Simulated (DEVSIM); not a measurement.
Device: Pt/La2O3/SiO2/p-Si capacitor, at 400 K.

Layer 1 from the left is La2O3, thickness (nm) 2.20. Layer 2 from the left is SiO2, thickness (nm) 1.40. Layer 3 from the left is Si, thickness (nm) 2300, Na (cm⁻³) 6e16.

Metal gate on the left, work function 5.6 eV. Fixed charge at the semiconductor interface 0 cm⁻² (in units of +e); interface traps 1e10 cm⁻² eV⁻¹, uniform in energy, neutral level at 0.7 of the gap above the valence band.

This is a model device: material constants are rounded textbook-type values typed into the input, and sizes, dopings and lifetimes were drawn at random. Values at 300 K; Nc and Nv go as T^1.5, mobilities as T to minus their exponent, the gap by Varshni's rule with the affinity fixed.

La2O3: gap (eV) 5.8, affinity (eV) 1.8, permittivity 27. SiO2: gap (eV) 9, affinity (eV) 0.9, permittivity 3.9. Si: gap (eV) 1.124, affinity (eV) 4.05, permittivity 11.7, Nc (cm⁻³) 2.86e19, Nv (cm⁻³) 3.1e19, Varshni α (eV/K) 0.000473, Varshni β (K) 636.

Simulated with DEVSIM: 1D Poisson equation in equilibrium, Boltzmann statistics, complete ionisation; no quantum confinement or tunnelling. Metal contacts follow the ideal Schottky-Mott rule: no Fermi-level pinning, no interface dipoles.

**Question.** What does the simulation give for the threshold voltage (band bending 2φF), the minimum of the low-frequency capacitance?

**Answer.** threshold voltage (band bending 2φF) 1.38 V; minimum of the low-frequency capacitance 0.104 μF/cm².
